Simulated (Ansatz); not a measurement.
CoGe (P2₁3, No. 198, 8 atoms in the cell; start mp-10692) was calculated with LDA (Ansatz, an electronic-structure program, plane waves, PAW).

Settings: plane-wave cutoff 520 eV, 12×12×12 k mesh, Fermi–Dirac smearing 0.05 eV, no spin polarisation, scalar-relativistic PAW data made under PBE.

Cell (relaxed at this level):

Space group P2₁3 (No. 198); a = b = c = 4.526 Å, α = β = γ = 90.00°

| atom | site | symmetry | x | y | z |
|---|---|---|---|---|---|
| Co | 4a | .3. | 0.1383 | 0.1383 | 0.1383 |
| Ge | 4a | .3. | 0.8398 | 0.8398 | 0.8398 |

Q: Estimate the bulk modulus that the calculation returns.

A: 
* **bulk modulus**: 197 GPa

Note: the run has no spin polarisation, so it can have missed a magnetic state; the bulk modulus is −V dP/dV from two relaxed cells at ±2 % in volume; the relaxation could not lower the start's symmetry, so the cell can be a saddle point above a distorted one.

Static lattice: no zero-point or thermal effects.

Cost on a shared machine: around 14 core-minutes (rough).

A start named mp-… is a Materials Project structure, which need not be a measured phase.
